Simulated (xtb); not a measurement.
xtb 6.7.1, GFN2-xTB: Mo(NMe)(F)2(OH)2 (C[N]=[Mo]([OH])([OH])([F])[F]), 12 atoms. The geometry is a generated start, not checked to be a minimum at this level.

| Property | Value |
|---|---|
| run flags | --grad |
| method | GFN2-xTB |
| --acc | 1 (default) |
| --etemp (K) | 300 (default) |
| basis functions | 39 |
| valence electrons | 46 |

```xyz
12

Mo    -0.2479     0.7286     0.6775
N      0.1504    -0.4979    -0.4724
C      0.4996    -1.5031    -1.3956
H      1.5863    -1.6394    -1.4129
H      0.0291    -2.4583    -1.1366
H      0.1751    -1.2171    -2.4013
F      0.9206     0.3543     2.0591
F     -1.5928     1.6512    -0.1949
O     -1.5128     0.0213     1.6829
H     -2.1998    -0.3456     2.2443
O      0.8084     2.0838     0.2803
H      1.3838     2.8224     0.0697
```

Charge 0 and multiplicity 1 are set for this test and not shown to be the ground state.

One run each on 1 thread. Values of broydamp tried: 0.02, 0.05, 0.1, 0.2, 0.4 (default), 0.6, 0.8, 1.

Question: How does the count of SCC iterations change with broydamp, and where is it least?

Answer: Fewest SCC iterations, within one of each other: 0.2 with 16, 0.4 (default) with 15, 0.6 with 15, 1 with 16. The count rises to 23 at 0.02. All converge to one solution.

```
broydamp       SCC iterations            end
-------------  --------------  -------------
0.02                       23  same solution
0.05                       21  same solution
0.1                        18  same solution
0.2                        16  same solution
0.4 (default)              15  same solution
0.6                        15  same solution
0.8                        17  same solution
1                          16  same solution
```
